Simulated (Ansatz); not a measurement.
Start from MgO in the rock salt structure (space group Fm-3m, No. 225; a = 4.254 Å).

Now apply this change: cell and atoms relaxed at a pressure of 30 GPa.

Levels (all Ansatz, an electronic-structure program, PAW): PBE (420 eV, scalar-relativistic without spin-orbit coupling); r2SCAN (500 eV, scalar-relativistic without spin-orbit coupling).

The geometry is relaxed with PBE.

| Property | Result |
|---|---|
| PBE electron mass | 0.39 mₑ (at Γ) |
| PBE lowest conduction level above the VBM at special points | Γ 5.98 eV; L 8.70 eV; X 9.27 eV; K 10.68 eV |
| PBE pressure | 30.00 GPa |
| PBE hole mass | 0.42, 2.0, 2.0 mₑ (at Γ) |

Task: Predict the electron mass, lowest conduction level above the VBM at special points, pressure and hole mass from r2SCAN.

Result: The electron mass goes from 0.39 mₑ (at Γ) to 0.40 mₑ (at Γ); the lowest conduction level above the VBM at special points goes from Γ 5.98 eV; L 8.70 eV; X 9.27 eV; K 10.68 eV to Γ 6.92 eV; L 9.65 eV; X 10.18 eV; K 11.67 eV; the pressure shrinks by 6.19 GPa to 23.81 GPa; the hole mass (degenerate bands, along [100]) changes from 0.42, 2.0, 2.0 mₑ (at Γ) to 0.44, 1.9, 1.9 mₑ (at Γ).

Single points use the geometry relaxed with PBE. Their cutoffs differ, which shifts pressures a little. The levels and masses belong to the bands next to the band gap. Load acts through the strain it causes; cell and atoms are relaxed under it. Masses are band curvatures over ±0.01 Å⁻¹ around the edge. Whether these cells are dynamically stable was not tested. No other phases were tried under pressure.
